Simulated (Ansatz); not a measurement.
**GaN: pressure series**

The parent structure is GaN in the zinc blende structure (space group F-43m, No. 216).

```
GaN
1.0
    0.00000     2.27425     2.27425
    2.27425     0.00000     2.27425
    2.27425     2.27425     0.00000
Ga N
1 1
Direct
  0.00000   0.00000   0.00000
  0.25000   0.25000   0.25000
```

Cell and atoms are relaxed at each pressure.

Method: PBE (Ansatz, a first-principles code; PAW; 420 eV plane waves; spin-orbit coupling left out).

Notes on the quantities. enthalpy: H = E + PV relative to the base's energy.

```
variant            lattice parameter a       enthalpy    band gap
-----------------  -------------------  -------------  ----------
base                           4.549 Å              –     1.54 eV
pressure −2 GPa                4.567 Å  -0.15 eV/atom     1.46 eV
pressure −1 GPa                4.557 Å  -0.07 eV/atom     1.50 eV
pressure 0.9 GPa               4.541 Å  +0.07 eV/atom     1.57 eV
pressure 2.1 GPa               4.531 Å  +0.15 eV/atom     1.62 eV
pressure 4.5 GPa               4.511 Å  +0.33 eV/atom     1.70 eV
pressure 9 GPa                 4.478 Å  +0.64 eV/atom     1.84 eV
pressure 15 GPa             (withheld)  +1.06 eV/atom  (withheld)
pressure 22.5 GPa              4.394 Å  +1.56 eV/atom     2.21 eV
pressure 30 GPa                4.354 Å  +2.05 eV/atom     2.38 eV
```

Question: Fill in the withheld entries from the trend.

Answer: 
- pressure 15 GPa, lattice parameter a: 4.438 Å
- pressure 15 GPa, band gap: 2.01 eV

Load acts through the strain it causes; cell and atoms are relaxed under it. No phonon test of stability was made. Tetrahedral semiconductors of this kind turn to denser phases somewhere between about 1 and 50 GPa; those were not computed, so compressed cells here can lie past the real transition. This is not the structure that GaN has at room temperature and ambient pressure.
